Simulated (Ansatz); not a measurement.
The parent structure is HfC in the rock salt structure (space group Fm-3m, No. 225; relaxed with 0.1 eV smearing).

```
HfC
1.0
    0.00000     2.30353     2.30353
    2.30353     0.00000     2.30353
    2.30353     2.30353     0.00000
Hf C
1 1
Direct
  0.00000   0.00000   0.00000
  0.50000   0.50000   0.50000
```

Cartesian axes are those of the cell as printed.

All numbers come from PBEsol in Ansatz (plane waves to 420 eV, PAW, no spin-orbit coupling).

The change: tensile biaxial strain of 2.00 % in the plane normal to [001], as in epitaxy on a mismatched substrate; the out-of-plane cell vector and the atoms relax.

Task: What does the calculation give for the ratio −ε⊥/ε∥ after the change?

Result: The ratio −ε⊥/ε∥ amounts to 0.37.

Task: Predict the new energy relative to the base.

Result: The energy increases by 17 meV/atom.

No phonon test of stability was made. The final runs are not spin-polarised.

Ansatz is a quantum-chemistry and plane-wave program.
